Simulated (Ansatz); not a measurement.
**Ru: x(Co) = 0.5, 8 atoms, Pmm2**

Base system: Ru in the hcp (Mg type) structure (space group P6_3/mmc, No. 194; a = 2.722 Å, c = 4.291 Å).

The other end (x = 1) is Co in the hcp (Mg type) structure (space group P6_3/mmc, No. 194; ferromagnetic): 10.86 Å³/atom, gap zero.

The change: a fraction x = 0.5 of the Ru sites is given to Co, ordered in a cell of 8 atoms (starting symmetry Pmm2) and fully relaxed.

All numbers come from plane-wave PAW DFT at the PBE level (Ansatz, a quantum-chemistry and plane-wave program, 420 eV), no SOC, earlier PAW set. Settings: 17×6×10 k-points, 0.05 eV Fermi–Dirac smearing, for the changed cell.

```tsv
quantity	base	changed	shift
volume per atom	13.77 Å³	12.38 Å³	-1.383 Å³
density	12.19 g/cm³	10.73 g/cm³	-1.46 g/cm³
band gap	zero	zero	–
magnetic state	not spin-polarised	ferromagnetic	–
largest site moment	0.00 μB	1.68 μB	+1.68 μB
mixing energy (to 0.01 eV only: unlike meshes or grids)	–	+0.11 eV/atom	–
deviation of the volume from the linear (Vegard-type) interpolation	–	+0.6 %	–
```

Final structure:

```
CELL_PARAMETERS angstrom
      2.64206     0.00000     0.00000
      0.00000     8.23575     0.00000
      0.00000     0.00000     4.55302
ATOMIC_POSITIONS crystal
  Co 0.00000 0.25491 0.33225
  Co 0.00000 0.74509 0.33225
  Ru 0.50000 0.25693 0.83446
  Ru 0.50000 0.74307 0.83446
  Ru 0.50000 0.00000 0.17311
  Co 0.50000 0.50000 0.17951
  Ru 0.00000 0.00000 0.65945
  Co 0.00000 0.50000 0.65452
```

The magnetic state is the one reached from the starting moments; the real material's order can differ, and small cells can't hold many antiferromagnetic ones. These are small ordered cells, not random alloys; other orderings at the same x differ. Whether these cells are dynamically stable was not tested. Spin-polarised in the final run: CoRu and Co; the other runs are not.
